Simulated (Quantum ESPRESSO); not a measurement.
A self-consistent single point of AlRu (Pm-3m, 2 atoms in the cell) with Quantum ESPRESSO.

Method: PBE-D3(0), SSSP 1.1.2 efficiency (PBE) pseudopotentials (plane waves; Quantum ESPRESSO 7.5).

```xyz
2
Lattice="2.9825 0.0000 0.0000 0.0000 2.9825 0.0000 0.0000 0.0000 2.9825" Properties=species:S:1:pos:R:3 pbc="T T T"
Al     0.0000     0.0000     0.0000
Ru     1.4912     1.4912     1.4912
```

Reference input (self-consistent single point, DFT, PBE, plane waves, SSSP 1.1.2 efficiency (PBE) pseudopotentials): ecutwfc = 60 Ry; ecutrho = 480 Ry; occupations = smearing; smearing = methfessel-paxton; degauss = 0.019992 Ry; potentials = {Al: Al.pbe-n-kjpaw_psl.1.0.0.UPF, Ru: Ru_ONCV_PBE-1.0.oncvpsp.upf}; K_POINTS = automatic 9 9 9 0 0 0; conv_thr = 1e-10 Ry; mixing_beta = 0.7. This run's input differs from it in these lines:

```diff
@@ -17,2 +17,5 @@
     degauss = 0.019992
+    vdw_corr = 'grimme-d3'
+    dftd3_version = 3
+    dftd3_threebody = .false.
 /
```

Output (repeated stretches shortened):

```
     Self-consistent Calculation

     iteration #  1     ecut=    60.00 Ry     beta= 0.70

     Threshold (ethr) on eigenvalues was too large:
     Diagonalizing with lowered threshold

     total energy              =    -228.18398977 Ry
     estimated scf accuracy    <       0.05269859 Ry

     iteration #  2     ecut=    60.00 Ry     beta= 0.70

     total energy              =    -228.18589169 Ry
     estimated scf accuracy    <       0.07268097 Ry

     iteration #  3     ecut=    60.00 Ry     beta= 0.70

     total energy              =    -228.20125632 Ry
     estimated scf accuracy    <       0.00176429 Ry

   [... 4 blocks of this kind left out ...]

     iteration #  8     ecut=    60.00 Ry     beta= 0.70

     total energy              =    -228.20154942 Ry
     estimated scf accuracy    <          1.4E-09 Ry

     iteration #  9     ecut=    60.00 Ry     beta= 0.70
     End of self-consistent calculation

     the Fermi energy is    16.3879 ev

!    total energy              =    -228.20154942 Ry
     estimated scf accuracy    <          3.3E-13 Ry
     smearing contrib. (-TS)   =      -0.00024148 Ry
     internal energy E=F+TS    =    -228.20130794 Ry

     DFT-D3 Dispersion         =      -0.06068899 Ry

     convergence has been achieved in   9 iterations

     Forces acting on atoms (cartesian axes, Ry/au):

     atom    1 type  1   force =     0.00000000    0.00000000    0.00000000
     atom    2 type  2   force =     0.00000000    0.00000000    0.00000000

     Total force =     0.000000     Total SCF correction =     0.000000

          total   stress  (Ry/bohr**3)                   (kbar)     P=      -24.49
  -0.00016651   0.00000000   0.00000000          -24.49        0.00        0.00
   0.00000000  -0.00016651   0.00000000            0.00      -24.49        0.00
   0.00000000   0.00000000  -0.00016651            0.00        0.00      -24.49

   JOB DONE.
```

The run converged in 9 iterations. Against the reference run the pressure goes from 4.18 to -2.45 GPa.

The starting cell comes from a database of computed structures (which also holds hypothetical and non-ambient phases and stackings), without a prior relaxation at this level. Spin polarisation is off.

Cost on one core of a shared machine: roughly 30 s.
